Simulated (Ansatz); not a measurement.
Electronic density of states of amorphous Hf18O38Sn, density 8.84 g/cm³, on a 2×2×2 Γ-centred mesh with a Gaussian width of 0.1 eV; energies count from the Fermi level, whose place inside the gap is arbitrary. Cell and mesh are small, so fine structure isn't converged. Method: PBE, scalar-relativistic without spin-orbit coupling (plane waves to 420 eV, PAW; Ansatz, an electronic-structure program). Sampling: a 2×2×2 Γ-centred mesh; Fermi-Dirac width 0.02 eV; no spin polarisation. At PBE the levels at the filled edge of the gap are localised (band-tail or defect states), and the nearest spread-out levels lie 3.7 eV apart at the zone centre.

Preparation: random packing, a CHGNet melt and quench, and a DFT relaxation. O atoms were pushed apart under 1.9 Å during the dynamics, to hinder bonds among them. The hot cell started wider than the set density and was brought back towards it in steps. It is the lowest in DFT energy of 2 quenches. It is a model cell: composition and starting density were chosen by hand, and all elements were melted together. No dispersion term was used. Its density started from a set value of 8.84 and ended at 8.84 g/cm³. The quench (nominally 380 K/ps over its main leg) was far faster than any real one, so the model tends to hold more defects than a real film. One small periodic cell is one sample of the glass; other quenches scatter about these values. The volume was held where the preparation left it and the shape relaxed, at a PBE pressure of -3.6 GPa (tension). Stress components on the final sampling reach 3.7 GPa.

```json
[
 {"E - EF (eV)": "-12.00", "states/(eV atom)": "2.29"},
 {"E - EF (eV)": "-11.90", "states/(eV atom)": "1.59"},
 {"E - EF (eV)": "-11.80", "states/(eV atom)": "0.53"},
 {"E - EF (eV)": "-11.70", "states/(eV atom)": "0.04"},
 {"E - EF (eV)": "-11.60", "states/(eV atom)": "0.00"},
 {"E - EF (eV)": "-11.50", "states/(eV atom)": "0.00"},
 {"E - EF (eV)": "-11.40", "states/(eV atom)": "0.00"},
 {"E - EF (eV)": "-11.30", "states/(eV atom)": "0.00"},
 {"E - EF (eV)": "-11.20", "states/(eV atom)": "0.00"},
 {"E - EF (eV)": "-11.10", "states/(eV atom)": "0.00"},
 {"E - EF (eV)": "-11.00", "states/(eV atom)": "0.00"},
 {"E - EF (eV)": "-10.90", "states/(eV atom)": "0.00"},
 {"E - EF (eV)": "-10.80", "states/(eV atom)": "0.00"},
 {"E - EF (eV)": "-10.70", "states/(eV atom)": "0.00"},
 {"E - EF (eV)": "-10.60", "states/(eV atom)": "0.00"},
 {"E - EF (eV)": "-10.50", "states/(eV atom)": "0.00"},
 {"E - EF (eV)": "-10.40", "states/(eV atom)": "0.00"},
 {"E - EF (eV)": "-10.30", "states/(eV atom)": "0.00"},
 {"E - EF (eV)": "-10.20", "states/(eV atom)": "0.00"},
 {"E - EF (eV)": "-10.10", "states/(eV atom)": "0.00"},
 {"E - EF (eV)": "-10.00", "states/(eV atom)": "0.00"},
 {"E - EF (eV)": "-9.90", "states/(eV atom)": "0.00"},
 {"E - EF (eV)": "-9.80", "states/(eV atom)": "0.00"},
 {"E - EF (eV)": "-9.70", "states/(eV atom)": "0.00"},
 {"E - EF (eV)": "-9.60", "states/(eV atom)": "0.00"},
 {"E - EF (eV)": "-9.50", "states/(eV atom)": "0.00"},
 {"E - EF (eV)": "-9.40", "states/(eV atom)": "0.00"},
 {"E - EF (eV)": "-9.30", "states/(eV atom)": "0.00"},
 {"E - EF (eV)": "-9.20", "states/(eV atom)": "0.00"},
 {"E - EF (eV)": "-9.10", "states/(eV atom)": "0.00"},
 {"E - EF (eV)": "-9.00", "states/(eV atom)": "0.00"},
 {"E - EF (eV)": "-8.90", "states/(eV atom)": "0.00"},
 {"E - EF (eV)": "-8.80", "states/(eV atom)": "0.00"},
 {"E - EF (eV)": "-8.70", "states/(eV atom)": "0.00"},
 {"E - EF (eV)": "-8.60", "states/(eV atom)": "0.00"},
 {"E - EF (eV)": "-8.50", "states/(eV atom)": "0.06"},
 {"E - EF (eV)": "-8.40", "states/(eV atom)": "0.18"},
 {"E - EF (eV)": "-8.30", "states/(eV atom)": "0.10"},
 {"E - EF (eV)": "-8.20", "states/(eV atom)": "0.01"},
 {"E - EF (eV)": "-8.10", "states/(eV atom)": "0.00"},
 {"E - EF (eV)": "-8.00", "states/(eV atom)": "0.00"},
 {"E - EF (eV)": "-7.90", "states/(eV atom)": "0.00"},
 {"E - EF (eV)": "-7.80", "states/(eV atom)": "0.00"},
 {"E - EF (eV)": "-7.70", "states/(eV atom)": "0.00"},
 {"E - EF (eV)": "-7.60", "states/(eV atom)": "0.00"},
 {"E - EF (eV)": "-7.50", "states/(eV atom)": "0.00"},
 {"E - EF (eV)": "-7.40", "states/(eV atom)": "0.00"},
 {"E - EF (eV)": "-7.30", "states/(eV atom)": "0.00"},
 {"E - EF (eV)": "-7.20", "states/(eV atom)": "0.00"},
 {"E - EF (eV)": "-7.10", "states/(eV atom)": "0.00"},
 {"E - EF (eV)": "-7.00", "states/(eV atom)": "0.00"},
 {"E - EF (eV)": "-6.90", "states/(eV atom)": "0.02"},
 {"E - EF (eV)": "-6.80", "states/(eV atom)": "0.10"},
 {"E - EF (eV)": "-6.70", "states/(eV atom)": "0.27"},
 {"E - EF (eV)": "-6.60", "states/(eV atom)": "0.47"},
 {"E - EF (eV)": "-6.50", "states/(eV atom)": "0.55"},
 {"E - EF (eV)": "-6.40", "states/(eV atom)": "0.56"},
 {"E - EF (eV)": "-6.30", "states/(eV atom)": "0.64"},
 {"E - EF (eV)": "-6.20", "states/(eV atom)": "0.65"},
 {"E - EF (eV)": "-6.10", "states/(eV atom)": "0.67"},
 {"E - EF (eV)": "-6.00", "states/(eV atom)": "0.72"},
 {"E - EF (eV)": "-5.90", "states/(eV atom)": "0.70"},
 {"E - EF (eV)": "-5.80", "states/(eV atom)": "0.74"},
 {"E - EF (eV)": "-5.70", "states/(eV atom)": "0.84"},
 {"E - EF (eV)": "-5.60", "states/(eV atom)": "0.88"},
 {"E - EF (eV)": "-5.50", "states/(eV atom)": "0.93"},
 {"E - EF (eV)": "-5.40", "states/(eV atom)": "0.93"},
 {"E - EF (eV)": "-5.30", "states/(eV atom)": "0.92"},
 {"E - EF (eV)": "-5.20", "states/(eV atom)": "0.91"},
 {"E - EF (eV)": "-5.10", "states/(eV atom)": "0.88"},
 {"E - EF (eV)": "-5.00", "states/(eV atom)": "0.83"},
 {"E - EF (eV)": "-4.90", "states/(eV atom)": "0.82"},
 {"E - EF (eV)": "-4.80", "states/(eV atom)": "0.81"},
 {"E - EF (eV)": "-4.70", "states/(eV atom)": "0.78"},
 {"E - EF (eV)": "-4.60", "states/(eV atom)": "0.85"},
 {"E - EF (eV)": "-4.50", "states/(eV atom)": "0.90"},
 {"E - EF (eV)": "-4.40", "states/(eV atom)": "0.89"},
 {"E - EF (eV)": "-4.30", "states/(eV atom)": "0.84"},
 {"E - EF (eV)": "-4.20", "states/(eV atom)": "0.83"},
 {"E - EF (eV)": "-4.10", "states/(eV atom)": "0.85"},
 {"E - EF (eV)": "-4.00", "states/(eV atom)": "0.89"},
 {"E - EF (eV)": "-3.90", "states/(eV atom)": "0.87"},
 {"E - EF (eV)": "-3.80", "states/(eV atom)": "0.82"},
 {"E - EF (eV)": "-3.70", "states/(eV atom)": "0.86"},
 {"E - EF (eV)": "-3.60", "states/(eV atom)": "0.88"},
 {"E - EF (eV)": "-3.50", "states/(eV atom)": "0.85"},
 {"E - EF (eV)": "-3.40", "states/(eV atom)": "0.84"},
 {"E - EF (eV)": "-3.30", "states/(eV atom)": "0.90"},
 {"E - EF (eV)": "-3.20", "states/(eV atom)": "0.98"},
 {"E - EF (eV)": "-3.10", "states/(eV atom)": "0.95"},
 {"E - EF (eV)": "-3.00", "states/(eV atom)": "0.93"},
 {"E - EF (eV)": "-2.90", "states/(eV atom)": "0.95"},
 {"E - EF (eV)": "-2.80", "states/(eV atom)": "0.92"},
 {"E - EF (eV)": "-2.70", "states/(eV atom)": "0.92"},
 {"E - EF (eV)": "-2.60", "states/(eV atom)": "0.94"},
 {"E - EF (eV)": "-2.50", "states/(eV atom)": "0.90"},
 {"E - EF (eV)": "-2.40", "states/(eV atom)": "0.89"},
 {"E - EF (eV)": "-2.30", "states/(eV atom)": "0.80"},
 {"E - EF (eV)": "-2.20", "states/(eV atom)": "0.71"},
 {"E - EF (eV)": "-2.10", "states/(eV atom)": "0.70"},
 {"E - EF (eV)": "-2.00", "states/(eV atom)": "0.55"},
 {"E - EF (eV)": "-1.90", "states/(eV atom)": "0.34"},
 {"E - EF (eV)": "-1.80", "states/(eV atom)": "0.22"},
 {"E - EF (eV)": "-1.70", "states/(eV atom)": "0.19"},
 {"E - EF (eV)": "-1.60", "states/(eV atom)": "0.06"},
 {"E - EF (eV)": "-1.50", "states/(eV atom)": "0.01"},
 {"E - EF (eV)": "-1.40", "states/(eV atom)": "0.00"},
 {"E - EF (eV)": "-1.30", "states/(eV atom)": "0.00"},
 {"E - EF (eV)": "-1.20", "states/(eV atom)": "0.00"},
 {"E - EF (eV)": "-1.10", "states/(eV atom)": "0.00"},
 {"E - EF (eV)": "-1.00", "states/(eV atom)": "0.00"},
 {"E - EF (eV)": "-0.90", "states/(eV atom)": "0.00"},
 {"E - EF (eV)": "-0.80", "states/(eV atom)": "0.00"},
 {"E - EF (eV)": "-0.70", "states/(eV atom)": "0.00"},
 {"E - EF (eV)": "-0.60", "states/(eV atom)": "0.00"},
 {"E - EF (eV)": "-0.50", "states/(eV atom)": "0.00"},
 {"E - EF (eV)": "-0.40", "states/(eV atom)": "0.00"},
 {"E - EF (eV)": "-0.30", "states/(eV atom)": "0.00"},
 {"E - EF (eV)": "-0.20", "states/(eV atom)": "0.00"},
 {"E - EF (eV)": "-0.10", "states/(eV atom)": "0.00"},
 {"E - EF (eV)": "0.00", "states/(eV atom)": "0.00"},
 {"E - EF (eV)": "0.10", "states/(eV atom)": "0.00"},
 {"E - EF (eV)": "0.20", "states/(eV atom)": "0.00"},
 {"E - EF (eV)": "0.30", "states/(eV atom)": "0.00"},
 {"E - EF (eV)": "0.40", "states/(eV atom)": "0.00"},
 {"E - EF (eV)": "0.50", "states/(eV atom)": "0.00"},
 {"E - EF (eV)": "0.60", "states/(eV atom)": "0.00"},
 {"E - EF (eV)": "0.70", "states/(eV atom)": "0.00"},
 {"E - EF (eV)": "0.80", "states/(eV atom)": "0.00"},
 {"E - EF (eV)": "0.90", "states/(eV atom)": "0.00"},
 {"E - EF (eV)": "1.00", "states/(eV atom)": "0.00"},
 {"E - EF (eV)": "1.10", "states/(eV atom)": "0.00"},
 {"E - EF (eV)": "1.20", "states/(eV atom)": "0.00"},
 {"E - EF (eV)": "1.30", "states/(eV atom)": "0.00"},
 {"E - EF (eV)": "1.40", "states/(eV atom)": "0.00"},
 {"E - EF (eV)": "1.50", "states/(eV atom)": "0.01"},
 {"E - EF (eV)": "1.60", "states/(eV atom)": "0.06"},
 {"E - EF (eV)": "1.70", "states/(eV atom)": "0.16"},
 {"E - EF (eV)": "1.80", "states/(eV atom)": "0.10"},
 {"E - EF (eV)": "1.90", "states/(eV atom)": "0.05"},
 {"E - EF (eV)": "2.00", "states/(eV atom)": "0.13"},
 {"E - EF (eV)": "2.10", "states/(eV atom)": "0.22"},
 {"E - EF (eV)": "2.20", "states/(eV atom)": "0.23"},
 {"E - EF (eV)": "2.30", "states/(eV atom)": "0.28"},
 {"E - EF (eV)": "2.40", "states/(eV atom)": "0.35"},
 {"E - EF (eV)": "2.50", "states/(eV atom)": "0.39"},
 {"E - EF (eV)": "2.60", "states/(eV atom)": "0.43"},
 {"E - EF (eV)": "2.70", "states/(eV atom)": "0.47"},
 {"E - EF (eV)": "2.80", "states/(eV atom)": "0.52"},
 {"E - EF (eV)": "2.90", "states/(eV atom)": "0.61"},
 {"E - EF (eV)": "3.00", "states/(eV atom)": "0.68"},
 {"E - EF (eV)": "3.10", "states/(eV atom)": "0.70"},
 {"E - EF (eV)": "3.20", "states/(eV atom)": "0.70"},
 {"E - EF (eV)": "3.30", "states/(eV atom)": "0.61"},
 {"E - EF (eV)": "3.40", "states/(eV atom)": "0.61"},
 {"E - EF (eV)": "3.50", "states/(eV atom)": "0.67"},
 {"E - EF (eV)": "3.60", "states/(eV atom)": "0.72"},
 {"E - EF (eV)": "3.70", "states/(eV atom)": "0.74"},
 {"E - EF (eV)": "3.80", "states/(eV atom)": "0.69"},
 {"E - EF (eV)": "3.90", "states/(eV atom)": "0.68"},
 {"E - EF (eV)": "4.00", "states/(eV atom)": "0.74"},
 {"E - EF (eV)": "4.10", "states/(eV atom)": "0.74"},
 {"E - EF (eV)": "4.20", "states/(eV atom)": "0.73"},
 {"E - EF (eV)": "4.30", "states/(eV atom)": "0.72"},
 {"E - EF (eV)": "4.40", "states/(eV atom)": "0.65"},
 {"E - EF (eV)": "4.50", "states/(eV atom)": "0.65"},
 {"E - EF (eV)": "4.60", "states/(eV atom)": "0.65"},
 {"E - EF (eV)": "4.70", "states/(eV atom)": "0.63"},
 {"E - EF (eV)": "4.80", "states/(eV atom)": "0.67"},
 {"E - EF (eV)": "4.90", "states/(eV atom)": "0.67"}
]
```

The level gap on this mesh is 3.33 eV; the broadening fills part of it in the curve.
